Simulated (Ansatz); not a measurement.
**1T (CdI2-type) PtTe₂**

These are HSE06-D3(BJ) in Ansatz (plane waves, PAW) values and carry that method's errors.

Settings: plane-wave cutoff 460 eV, 9×9×6 k mesh (along the axes of the cell as run), Fermi–Dirac smearing 0.05 eV, scalar-relativistic PAW data made under PBE.

Cell (relaxed at this level):

```yaml
crystal:
  lattice:
    - [2.00064, -3.46521, 0.00000]
    - [2.00064, 3.46521, 0.00000]
    - [0.00000, 0.00000, 4.99742]
  atoms:
    - { symbol: Te, position: [0.33333, 0.66667, 0.26675] }
    - { symbol: Te, position: [0.66667, 0.33333, 0.73325] }
    - { symbol: Pt, position: [0.00000, 0.00000, 0.00000] }
```

```yaml
lattice_parameter_a: 4.001 Å
lattice_parameter_c: 4.997 Å
```

Measured, for comparison: lattice constant a 4.026 Å, lattice parameter c 5.221 Å (temperature not stated, no zero-point or thermal correction; as tabulated in Pelayo et al. (2023), arXiv:2312.15371). Computed (rounded) less measured: lattice constant a -0.6 %, lattice parameter c -4.3 %. A static lattice is as a rule a little smaller and stiffer than an uncorrected measurement, which narrows the difference in the lattice constant a and would widen misses of the other sign.

Spin–orbit coupling is not included.

Static lattice: no zero-point or thermal effects.

Ansatz is a quantum-chemistry and plane-wave program.
